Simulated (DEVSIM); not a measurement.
Structure: Co/SiO2/p-Si capacitor, at 300 K.

Layer 1 from the left is SiO2, thickness (nm) 14.0. Layer 2 from the left is Si, thickness (nm) 17000, Na (cm⁻³) 1.2e15.

Metal gate on the left, work function 5 eV. Fixed charge at the semiconductor interface 0 cm⁻² (in units of +e); no interface traps.

This is a model device: material constants are rounded textbook-type values typed into the input, and sizes, dopings and lifetimes were drawn at random. Values at 300 K.

SiO2: gap (eV) 9, affinity (eV) 0.9, permittivity 3.9. Si: gap (eV) 1.124, affinity (eV) 4.05, permittivity 11.7, Nc (cm⁻³) 2.86e19, Nv (cm⁻³) 3.1e19.

DEVSIM, 1D Poisson equation in equilibrium, Boltzmann statistics, complete ionisation; no quantum confinement or tunnelling. Metal contacts follow the ideal Schottky-Mott rule: no Fermi-level pinning, no interface dipoles.

**Question.** What does the simulation give for the threshold voltage (band bending 2φF), the flat-band voltage?

**Answer.** threshold voltage (band bending 2φF) 0.75 V; flat-band voltage 0.09 V.
